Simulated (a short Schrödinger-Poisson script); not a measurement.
Structure: MOS inversion layer, SiO2 on p-type Si(100), at 300 K.

```
layer  material  thickness (nm)  Na (cm⁻³)
-----  --------  --------------  ---------
1          SiO2             0.9          -
2            Si            1800     5.4e16
```

The device is made up for the run: typed textbook-type constants, with dimensions and the other settings drawn at random. SiO2: permittivity 3.9, conduction-band edge (eV) 3.15, gap (eV) 9, electron mass (mₑ) 0.5. Si: permittivity 11.7, conduction-band edge (eV) 0, gap (eV) 1.124, Nv at 300 K (cm⁻³) 3.1e19.

Channel valleys (confinement mass, in-plane density-of-states mass, number): Δ2 0.916, 0.19, 2; Δ4 0.19, 0.417, 4. At the gate the conduction-band edge of layer 1 lies 3.37 eV − eVg above the Fermi level of the channel; the field vanishes at the back. Gaps are held at their typed values at every temperature. Mesh 0.03 nm at interfaces.

From a short Schrödinger-Poisson script (our own, NumPy): 1D Poisson equation in equilibrium, electrons quantum, Hartree (BenDaniel-Duke, 12 states a valley, the channel's in-plane mass for all, wave functions ending at the dielectric), parabolic valleys, classical holes, full ionisation, no traps, pinning or gate leakage.

Task: List the lowest subbands of each valley and their electrons at Vg = 0.95 V.

Result: 
| valley | subband | energy from the Fermi level (meV) | electrons (cm⁻²) | share (%) |
|---|---|---|---|---|
| Δ2 | 0 | -39.3 | 7.06e12 | 67.9 |
| Δ2 | 1 | 52.1 | 5.13e11 | 4.9 |
| Δ2 | 2 | 95.6 | 1.01e11 | 1.0 |
| Δ4 | 0 | 49.1 | 2.51e12 | 24.2 |
| Δ4 | 1 | 128.8 | 1.23e11 | 1.2 |
| Δ4 | 2 | 177.5 | 1.87e10 | 0.2 |

All electrons: 1.04e13 cm⁻².
